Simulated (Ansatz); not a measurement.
**Electron-phonon data for RhSi (Pnma)**

Here is the system:

```xyz
8
Lattice="5.5348 0.0000 0.0000 0.0000 3.0590 0.0000 0.0000 0.0000 6.3740" Properties=species:S:1:pos:R:3 pbc="T T T"
Si     1.0238     0.7647     2.8302
Si     4.5110     2.2942     3.5438
Si     1.7436     2.2942     6.0172
Si     3.7911     0.7647     0.3568
Rh     0.0162     0.7647     5.0868
Rh     5.5186     2.2942     1.2872
Rh     2.7512     2.2942     1.8998
Rh     2.7836     0.7647     4.4742
```

Method: PBEsol, DFPT electron-phonon coupling, linearised Boltzmann equation (plane waves, PAW, scalar-relativistic; Ansatz, a first-principles code). Cell: relaxed with this functional, without spin-orbit coupling.

```json
{
  "resistivity at 800 K": "590 (x), 78 (y), 200 (z) μΩ·cm"
}
```

A metal at this level (no band gap). Only scattering by harmonic phonons is included (no impurities, grain boundaries, electron-electron scattering or thermal expansion). Spin-orbit coupling is left out. Values near or above 100 μΩ·cm, or paths under about 2 nm, lie near resistivity saturation, where the Boltzmann equation overshoots. The run warned that the eigensolver left some states short of its tolerance. Halving the electron mesh (16x28x16) moves the resistivity by up to 14 % at 800 K. Smearing 0.20 eV; phonons on a 3x5x2 q mesh, which this run doesn't test.

Computed structure with no diffraction record at hand here (it may be known, metastable or hypothetical): RhSi (Pnma).
